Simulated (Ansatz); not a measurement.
AlP: pressure −2 GPa

Consider AlP in the zinc blende structure (space group F-43m, No. 216; a = 5.508 Å).

Modification: hydrostatic tension (pressure −2 GPa).

Computed with plane-wave PAW DFT at the PBE level (Ansatz, an electronic-structure program, 420 eV), spin-orbit coupling left out. k-mesh 10×10×10 (Γ-centred); smearing 0.05 eV (Fermi–Dirac).

```json
[
 {"quantity": "volume per atom", "base": "20.88 Å³", "changed": "21.42 Å³", "shift": "+0.54 Å³"},
 {"quantity": "density", "base": "2.30 g/cm³", "changed": "2.25 g/cm³", "shift": "-0.058 g/cm³"},
 {"quantity": "lattice parameter a", "base": "5.508 Å", "changed": "5.554 Å", "shift": "+0.0467 Å"},
 {"quantity": "shortest interatomic distance", "base": "2.385 Å", "changed": "2.405 Å", "shift": "+0.020 Å"},
 {"quantity": "band gap", "base": "1.63 eV", "changed": "1.68 eV", "shift": "+0.05 eV"},
 {"quantity": "gap character", "base": "indirect, Γ → X", "changed": "indirect, Γ → X", "shift": "–"},
 {"quantity": "smallest direct gap", "base": "3.09 eV", "changed": "2.87 eV", "shift": "-0.213 eV"},
 {"quantity": "mean gap deformation potential ΔEg/Δln V", "base": "–", "changed": "+1.8 eV", "shift": "–"},
 {"quantity": "width of the top valence band", "base": "2.72 eV", "changed": "2.64 eV", "shift": "-0.08 eV"},
 {"quantity": "electron mass", "base": "0.81 mₑ along k, 0.25 mₑ across (at X)", "changed": "0.84 mₑ along k, 0.26 mₑ across (at X)", "shift": "–"},
 {"quantity": "hole mass (degenerate bands, along [100])", "base": "0.19, 0.56, 0.56 mₑ (at Γ)", "changed": "0.18, 0.57, 0.57 mₑ (at Γ)", "shift": "–"},
 {"quantity": "valley order (the lowest conduction-band minima on the path, energy above the VBM, named in the base's zone)", "base": "X along ⟨100⟩ 1.63 eV; L along ⟨111⟩ 2.72 eV; Γ 3.09 eV", "changed": "X along ⟨100⟩ 1.68 eV; L along ⟨111⟩ 2.63 eV; Γ 2.87 eV", "shift": "–"}
]
```

Final structure:

```xyz
2
Lattice="0.0000 2.7772 2.7772 2.7772 0.0000 2.7772 2.7772 2.7772 0.0000" Properties=species:S:1:pos:R:3 pbc="T T T"
P      1.3886     1.3886     1.3886
Al     0.0000     0.0000     0.0000
```

Cost of the whole job for the changed cell (relaxation, final SCF and bands): very roughly 9 core-seconds.

Load acts through the strain it causes; cell and atoms are relaxed under it. Masses are band curvatures over ±0.01 Å⁻¹ around the edge. Along k means along the line from Γ to the band edge. Stability against distortions was not tested.
